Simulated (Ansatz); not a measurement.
Cd(OH)2 (P-3m1, No. 164; cell taken from a computed entry), treated with r²SCAN-D4 (Ansatz, a program for electronic structure, PAW).

Settings: plane-wave cutoff 500 eV, 18×18×8 k mesh (along the axes of the cell as run), gaussian smearing 0.02 eV, scalar-relativistic PAW data made under PBE.

Cell (relaxed at this level):

```xyz
5
Lattice="3.5064 0.0000 0.0000 -1.7532 3.0366 0.0000 0.0000 0.0000 4.5986" Properties=species:S:1:pos:R:3 pbc="T T T"
Cd     0.0000     0.0000     0.0000
H      1.7532     1.0122     2.5299
H      0.0000     2.0244     2.0687
O      1.7532     1.0122     3.4941
O      0.0000     2.0244     1.1045
```

**Question.** Give the computed band gap.

**Answer.** 
band gap: 2.31 eV (on the SCF k mesh)

Note: the relaxation could not lower the start's symmetry, so the cell can be a saddle point above a distorted one.

Spin–orbit coupling is not included.

Static lattice: no zero-point or thermal effects.

The result took about 110 core-seconds (a rough figure).
